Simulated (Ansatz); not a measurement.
The parent structure is NiSi2 (space group Fm-3m, No. 225; a = 5.445 Å; non-magnetic).

Computed with plane-wave PAW DFT at the PBE level (Ansatz, a quantum-chemistry and plane-wave program, 420 eV), no spin-orbit coupling.

For the base:

Pressure: 0.0 GPa
Band gap: zero

It is then changed as follows: an isotropic linear strain of +1.18 %; the atoms relax in the strained cell.

Problem. Estimate the effect on the pressure, energy relative to the base and band gap.

Solution. The pressure goes from zero to -4.7 GPa; the energy grows by 7.4 meV/atom; the band gap is still zero.

Whether these cells are dynamically stable was not tested. Starting moments died away, wholly or in part, for the base; another magnetic solution may exist. The final runs are not spin-polarised.
